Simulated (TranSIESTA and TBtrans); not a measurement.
Run with TranSIESTA and TBtrans (open boundaries, self-consistent; PseudoDojo norm-conserving potentials, scalar-relativistic): Spin polarized, PAO.BasisSize DZP, PAO.EnergyShift 0.15 eV, XC.Authors PW92, Mesh.Cutoff 200 Ry, ElectronicTemperature 300 K, TS.Voltage 0.0 eV, TBT.Elecs.Eta 0.001 eV.

System: Si chain with one Rh atom in place of Si. Leads: straight Si chain, spacing 2.385 Å. Geometry: 3 atoms about the centre moved by SIESTA (PBE, DZP) to a largest force of 0.04 eV/Å, all others as built, motion along the axis alone.

Question: Predict: conductance at 300 K (G0 = 2e²/h); mean T from −0.5 to 0.5 eV; spin polarisation of the conductance, (up − down)/(up + down).

Answer: conductance at 300 K (G0 = 2e²/h): 1.60; mean T from −0.5 to 0.5 eV: 1.59; spin polarisation of the conductance, (up − down)/(up + down): -0.06. Moments were seeded on the central atoms alone, and one start was tried. The straight chain is held at its spacing; free chains may zigzag or dimerise.
